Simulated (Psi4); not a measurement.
Psi4 1.11, HF/def2-svpd: W(NMe)(S)(Cl)(NH2) (C[N]=[W]([NH2])(=[S])[Cl]), 11 atoms. The geometry is a generated start, not checked to be a minimum at this level.

```
Property                                             Result
--------------------------  -------------------------------
task                                                 energy
method                                                  scf
basis                                             def2-svpd
memory                                                 3 GB
maxiter                                                 100
keys of the molecule block                      symmetry c1
scf_type                                       df (default)
guess                        auto, which took SAD (default)
scf_initial_accelerator                     adiis (default)
e_convergence                               1e-06 (default)
d_convergence                               1e-06 (default)
effective core potentials   those of the basis set, past Kr
basis functions                                         189
```

```xyz
11

W      0.2223     0.9421     0.6221
N     -0.0312    -0.1088    -0.7861
C      0.0275    -0.9379    -1.9209
H      1.0673    -1.2145    -2.1404
H     -0.5455    -1.8560    -1.7513
H     -0.3934    -0.4278    -2.7962
S      2.3484     0.9195     1.1369
Cl    -0.3128     3.0416     0.2038
N     -0.6820     0.0829     2.1477
H     -1.3386    -0.7016     2.1746
H     -0.3619     0.2604     3.1098
```

Charge 0 and multiplicity 1 are set for this test and not shown to be the ground state.

One run each on 2 threads. Values of diis_max_vecs tried: 3, 6, 10 (default), 20.

Predict the course of the SCF iterations along this series.

Fewest SCF iterations, within one of each other: 6 with 13, 10 (default) with 12, 20 with 12. The count rises to 21 at 3. All converge to one solution.

| diis_max_vecs | SCF iterations | end |
|---|---|---|
| 3 | 21 | same solution |
| 6 | 13 | same solution |
| 10 (default) | 12 | same solution |
| 20 | 12 | same solution |
